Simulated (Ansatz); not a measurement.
# Si: band gap against strain

Si (diamond, Fd-3m, 20.054 Å³/atom at rest) under an equal strain ε in the (111) plane with the normal axis free, as in a coherent film. PBEsol in Ansatz, a plane-wave DFT program (PAW, default set), 420 eV, 11×11×11 Γ-centred mesh, Fermi-Dirac smearing 0.05 eV; ions are relaxed within the symmetry of each cell. Gaps are the smallest over the k-mesh and a band path, without spin-orbit coupling; in all rows the valence edge lies at Γ and the conduction edge at about 1.0 Å⁻¹ from Γ.

Here s stands for strain and Eg for gap.

```
strain (%)  gap (eV)
----------  --------
-2.50              ?
-1.25           0.35
-0.83           0.39
-0.42           0.43
0.00            0.47
```

### Question
Fit Eg against s with a straight line, and predict the withheld value at s = -2.50.

### Answer
Means: s -0.62500, Eg 0.410. About the means, the sum of products is 0.083200 and the sum of squares of s is 0.86530; the slope is their ratio. Least squares gives Eg = 0.470 + 0.0962·s. Residuals (row less fit): 0.000, 0.000, 0.000, 0.000; standard error 0.000 (degrees of freedom: 2). Over these rows the gap moves by 9.6 ± 0.3 eV per unit strain. At the withheld row, Eg = 0.470 + 0.0962 × (-2.50) = 0.229 eV. The calculation gives 0.18 eV, 0.049 eV below the prediction (16.9 % of the range of Eg in the table). The row lies outside the fitted rows, so this is an extrapolation. The fitted rows scatter only by rounding.

One order more, fitted to all 7 runs of the series, follows each within 0.01, so the miss is the next term of a smooth law. Rows are the converged runs of the series near zero and its far end; series whose fitted rows scatter by over a few per cent of the range, as at a crossing or softening among them, aren't shown in this form. Most that stay on the fit to the last digits aren't either.
